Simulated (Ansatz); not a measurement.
Take InP in the zinc blende structure (space group F-43m, No. 216; a = 5.878 Å) as the base.

Level of theory: Ansatz (an electronic-structure program), PBEsol, PAW, cutoff 420 eV, spin-orbit coupling left out.

One change was made to it. Results:

```csv
quantity,base,after
electron mass,0.046 mₑ (at Γ),0.040 mₑ (at Γ)
band gap,0.57 eV,0.49 eV
shortest interatomic distance,2.545 Å,2.559 Å
```

Question: Name the change that was made.
(A) pressure 15 GPa
(B) pressure −2 GPa
(C) pressure −1 GPa
(D) pressure 30 GPa

Answer: C, pressure −1 GPa. For comparison, the band gap in the other runs: pressure 30 GPa gives 1.11 eV; pressure 15 GPa gives 1.34 eV; pressure −2 GPa gives 0.40 eV.

Load acts through the strain it causes; cell and atoms are relaxed under it. Effective masses come from finite differences of ±0.01 Å⁻¹. Stability against distortions was not tested. Measured, InP leaves this structure (for rock salt) near 9.8 GPa (temperature not stated; as listed in Datta, Sujoy, Jana, Debnarayan, arXiv (2020)).
